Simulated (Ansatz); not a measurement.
# AlN, pressure series

Start from AlN in the zinc blende structure (space group F-43m, No. 216).

AlN is taken in the cubic space group F-43m (No. 216), the zinc blende structure, Pearson symbol cF8. Conventional cell: a = b = c = 4.378 Å, α = β = γ = 90.00°. Al on 4a is coordinated by 4 N at 1.896 Å (tetrahedral). N on 4d is surrounded by 4 Al at 1.896 Å (tetrahedral). (Neighbours: up to the widest gap in distance over summed covalent radii, below 1.35, at either atom; cation-cation and far metal-metal contacts left out.)
(The calculation used a cell of 2 atoms; values per cell refer to that cell.)

Cell and atoms are relaxed at each pressure.

Method: PBEsol (Ansatz, a quantum-chemistry and plane-wave program, PAW, without spin-orbit coupling).

```json
[
 {"pressure (GPa)": "-2", "volume per atom (Å³/atom)": "10.594"},
 {"pressure (GPa)": "-1", "volume per atom (Å³/atom)": "10.540"},
 {"pressure (GPa)": "0", "volume per atom (Å³/atom)": "10.487"},
 {"pressure (GPa)": "0.9", "volume per atom (Å³/atom)": "10.440"},
 {"pressure (GPa)": "2.1", "volume per atom (Å³/atom)": "10.380"},
 {"pressure (GPa)": "4.5", "volume per atom (Å³/atom)": "10.263"},
 {"pressure (GPa)": "9", "volume per atom (Å³/atom)": "?"},
 {"pressure (GPa)": "22.5", "volume per atom (Å³/atom)": "9.548"},
 {"pressure (GPa)": "30", "volume per atom (Å³/atom)": "9.310"}
]
```

**Question.** Fit the third-order Birch–Murnaghan form P(V) = (3B₀/2)[(V₀/V)^(7/3) − (V₀/V)^(5/3)]·[1 + (3/4)(B₀′ − 4)((V₀/V)^(2/3) − 1)] (squares taken in P) to the rows shown and predict the withheld row.

**Answer.** Least squares on the printed values gives V₀ = 10.487 Å³/atom, B₀ = 200 GPa, B₀′ = 3.9; this predicts 10.060 Å³/atom, and the run gives 10.061 Å³/atom, in agreement.

Load acts through the strain it causes; cell and atoms are relaxed under it. Whether these cells are dynamically stable was not tested. Tetrahedral semiconductors of this kind turn to denser phases somewhere between about 1 and 50 GPa; those were not computed, so compressed cells here can lie past the real transition. This is not the structure that AlN has at room temperature and ambient pressure.
